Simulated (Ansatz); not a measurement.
N on the 1x1 (111) surface of fcc Rh, one in a 2x2 cell, started at the site 'hollow Rh-Rh-Rh over Rh at depth 2.2 Å'

Calculation: r2SCAN, at the PBE geometry (plane waves to 500 eV, PAW; Ansatz, a first-principles code).

Model: 17-atom slab, 6.5 Å thick at the start under the adsorbate (thin: gaps and levels are the slab's own), 6x6x1 mesh, Fermi-Dirac 0.1 eV, dipole correction, single point; on the structure that PBE left under its start's symmetry; no spin, no spin-orbit, no U, no dispersion correction. At the end it is bonded to 3 Rh. In PBE it is, or lies within 0.03 eV of, the lowest of the starts that converged; the order may differ at this level.

- adsorption energy against ½ N2(g) at the same level: -38 kJ/mol
- work function of the top face: 5.63 eV
- change of the work function: 0.49 eV
- change of the step from the bottom to the top vacuum level, against the clean slab: 0.52 eV
- height of the binding atom over the mean of the host atoms within 0.3 Å of the top one: 1.056 Å
- nearest host atoms of the binding atom: Rh at 1.90 Å, Rh at 1.90 Å, Rh at 1.90 Å
- cost: around 2.8 core-minutes (rough)

A negative adsorption energy means that the adsorbate is more stable on the surface than in its reference.
